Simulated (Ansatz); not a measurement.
## A computed series for TiPt3: response to strain

Start from TiPt3 in the Cu3Au type structure (space group Pm-3m, No. 221; a = 3.8996 Å; relaxed with 0.1 eV smearing). Axes: x, y, z lie along the cube axes.

Strains are applied to the cell and any free atomic positions relax.

Computed with PBEsol in Ansatz (plane waves to 420 eV, PAW, no spin-orbit coupling).

Notes on the quantities. energy relative to the base: free energy F; pressure: mean of the normal stresses, compression positive.

```tsv
case	energy relative to the base	volume per atom	pressure
base	0 meV/atom	14.83 Å³	0.0 GPa
tensor shear ε_xy = +1.00 %	+2.8 meV/atom	14.82 Å³	0.1 GPa
tensor shear ε_xy = +2.00 %	+11 meV/atom	14.82 Å³	0.5 GPa
tensor shear ε_xy = +1.33 %	+5.0 meV/atom	14.82 Å³	0.2 GPa
tensor shear ε_xy = +0.33 %	+0.3 meV/atom	14.83 Å³	0.0 GPa
tensor shear ε_xy = +0.67 %	+1.3 meV/atom	14.82 Å³	0.1 GPa
tensor shear ε_xy = +1.67 %	+7.9 meV/atom	14.82 Å³	0.4 GPa
```

No phonon test of stability was made. All final runs are without spin polarisation.

Ansatz is a first-principles code.
